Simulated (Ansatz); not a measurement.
**Hf, response to strain**

Take Hf in the hcp (Mg type) structure (space group P6_3/mmc, No. 194; a = 3.204 Å, c = 5.073 Å; relaxed with 0.1 eV smearing) as the base.

Strains are applied to the cell and any free atomic positions relax.

Level of theory: DFT with PBE, PAW potentials and a 420 eV plane-wave cutoff in Ansatz (a first-principles code), without spin-orbit coupling.

Notes on the quantities. pressure: mean of the normal stresses, compression positive; energy relative to the base: free energy F.

```csv
case,volume per atom,pressure,energy relative to the base
base,22.55 Å³,0.0 GPa,0 meV/atom
isotropic strain −3.00 %,20.58 Å³,11.4 GPa,+65 meV/atom
isotropic strain −2.50 %,20.90 Å³,9.2 GPa,+45 meV/atom
isotropic strain −2.00 %,21.22 Å³,7.2 GPa,+28 meV/atom
isotropic strain −1.50 %,21.55 Å³,5.2 GPa,+16 meV/atom
isotropic strain −0.50 %,22.21 Å³,1.6 GPa,+1.7 meV/atom
isotropic strain +0.50 %,22.89 Å³,-1.6 GPa,+1.7 meV/atom
isotropic strain +1.00 %,23.23 Å³,-3.0 GPa,+6.6 meV/atom
isotropic strain +1.50 %,23.58 Å³,-4.4 GPa,+15 meV/atom
isotropic strain +2.50 %,24.28 Å³,-7.0 GPa,+40 meV/atom
```

Whether these cells are dynamically stable was not tested. All final runs are without spin polarisation.
